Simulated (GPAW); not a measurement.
Band structure of GaN (P6_3mc, 4 atoms in the cell).

```
GaN
1.0
    3.13759     0.00000     0.00000
   -1.56879     2.71723     0.00000
    0.00000     0.00000     5.10876
Ga N
2 2
Direct
  0.66667   0.33333   0.49908
  0.33333   0.66667   0.99908
  0.66667   0.33333   0.87592
  0.33333   0.66667   0.37592
```

Method: PBE, GPAW PAW datasets PBE (gpaw-data 1.0.1) (plane waves; GPAW).

Settings: mode = pw; ecut = 950 eV; xc = PBE; kpts = 6 6 4; mesh shift (steps) = 0 0 0; occupations.name = fermi-dirac; occupations.width = 0.05 eV; nbands = -8; convergence.density = 1e-05 e/electron; convergence.bands = -6; symmetry.symmorphic = false; symmetry.tolerance = 0.0005; maxiter = 100; bandpath_npoints = 40.

The starting cell comes from a database of computed structures (which also holds hypothetical and non-ambient phases and stackings), without a prior relaxation at this level. Its lattice was rescaled by a random factor within 2.5 % of one.

Predict the gap along the standard path and the places of the band edges.

The gap along the path is 2.36 eV, direct at Γ to within 0.01 eV.

Levels in eV from the top of the valence band on the SCF mesh, bands 5 to 12:
```json
[
 {"point": "Γ", "5": "-1.09", "6": "-0.04", "7": "0.00", "8": "0.00", "9": "2.36", "10": "4.69", "11": "9.58", "12": "10.27"},
 {"point": "M", "5": "-4.39", "6": "-2.86", "7": "-2.36", "8": "-1.04", "9": "5.29", "10": "5.94", "11": "6.31", "12": "9.12"},
 {"point": "K", "5": "-5.44", "6": "-3.15", "7": "-3.15", "8": "-2.91", "9": "5.22", "10": "8.37", "11": "8.37", "12": "8.69"},
 {"point": "A", "5": "-0.56", "6": "-0.56", "7": "-0.56", "8": "-0.56", "9": "4.68", "10": "4.68", "11": "8.85", "12": "8.85"},
 {"point": "L", "5": "-2.04", "6": "-2.04", "7": "-1.98", "8": "-1.98", "9": "4.65", "10": "4.65", "11": "8.18", "12": "8.18"},
 {"point": "H", "5": "-4.46", "6": "-4.46", "7": "-1.53", "8": "-1.53", "9": "6.82", "10": "6.82", "11": "7.54", "12": "7.54"}
]
```
